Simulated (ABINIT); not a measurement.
ABINIT 10.0.3, DFT, PBE, plane waves, JTH v2.0 PBE PAW: MgH2 (from the phase in space group 136, mp-23710) (H4Mg2), 6 atoms. Basis and mesh were picked for this test and aren't claimed converged.

```
Quantity                                                           Result
----------------------------------------  -------------------------------
cell                                      4.48, 4.48, 2.99 Å; 90, 90, 90°
task                                                                  scf
ecut                                                                25 Ha
pawecutdg                                                           50 Ha
nband                                                                  16
k mesh (ngkpt)                                                      6×6×6
shiftk                                                              0×0×0
nstep                                                                 100
tolvrs                                                              1e-09
occopt                                                                  7
tsmear                                                           0.002 Ha
prtwf                                                                   0
prtden                                                                  0
paral_kgb                                                               1
ranks over k-points and spins (np_spkpt)                                2
ranks over bands (npband)                                               1
ranks over FFT planes (npfft)                                           1
bands a rank in one block (bandpp)                                     16
wfoptalg                                                              114
nline                                                         4 (default)
kptopt                                                        1 (default)
k-points after symmetry                                                40
bands                                                                  16
symmetry operations                                                    16
```

Settings of this run: diemac = 12, iprcel = 0, iscf = 17, diemix = 0.2, npulayit = 7, dielng = 1.07748; 2 ranks.

| iteration | deltaE (Ha) | residm | nres2 |
|---|---|---|---|
| 1 | -1.296E+02 | 1.071E-04 | 1.826E+01 |
| 2 | 1.673E-02 | 4.008E-07 | 1.136E+01 |
| 3 | 2.876E-02 | 3.954E-06 | 2.185E-01 |
| 4 | -1.193E-03 | 5.039E-08 | 1.136E-01 |
| 5 | 1.992E-04 | 8.011E-08 | 3.662E-02 |
| 6 | 4.670E-05 | 8.352E-09 | 4.305E-03 |
| 7 | -4.791E-06 | 1.982E-09 | 1.413E-03 |
| 8 | -3.380E-06 | 8.130E-10 | 1.035E-04 |
| 9 | -3.475E-06 | 1.085E-10 | 2.860E-05 |
| 10 | -2.295E-06 | 5.059E-11 | 1.340E-05 |
| 11 | -1.474E-06 | 4.588E-12 | 8.531E-06 |
| 12 | -9.429E-07 | 5.154E-12 | 5.467E-06 |
| 13 | -6.035E-07 | 1.326E-12 | 3.504E-06 |
| 14 | -3.887E-07 | 1.003E-12 | 2.243E-06 |
| 15 | -2.477E-07 | 2.844E-13 | 1.435E-06 |
| 16 | -1.583E-07 | 2.717E-13 | 9.196E-07 |
| 17 | -1.016E-07 | 3.999E-14 | 5.871E-07 |
| 18 | -6.482E-08 | 5.506E-14 | 3.761E-07 |
| 19 | -4.147E-08 | 7.794E-15 | 2.406E-07 |
| 20 | -2.652E-08 | 7.766E-15 | 1.552E-07 |
| 21 | -1.697E-08 | 4.766E-15 | 9.944E-08 |
| 22 | -1.084E-08 | 8.747E-16 | 6.321E-08 |
| 23 | -6.945E-09 | 6.275E-17 | 4.029E-08 |
| 24 | -4.439E-09 | 1.192E-16 | 2.578E-08 |
| 25 | -2.838E-09 | 2.404E-17 | 1.651E-08 |
| 26 | -1.813E-09 | 5.437E-17 | 1.058E-08 |
| 27 | -1.158E-09 | 3.760E-17 | 6.776E-09 |
| 28 | -7.426E-10 | 5.763E-18 | 4.344E-09 |
| 29 | -4.705E-10 | 5.057E-18 | 2.782E-09 |
| 30 | -2.987E-10 | 1.817E-18 | 1.780E-09 |
| 31 | -1.931E-10 | 3.120E-17 | 1.134E-09 |
| 32 | -1.232E-10 | 1.592E-18 | 7.260E-10 |

It converged after 32 SCF iterations.

The cycle is slow. Which setting should be changed?

Several could match; the one computed here: diemix = 0.7 (default) (9 SCF iterations), all else kept. The other changes of this size gave: diemix = 0.4 (15). With more settings changed, the fewest of all runs of this system: diemac = 1, diemix = 0.7 (default) (7). The first change moves the result by: energy under 0.001 meV/atom, forces (largest component) 0.0011 meV/Å, pressure under 0.001 GPa. Counts are of single runs.
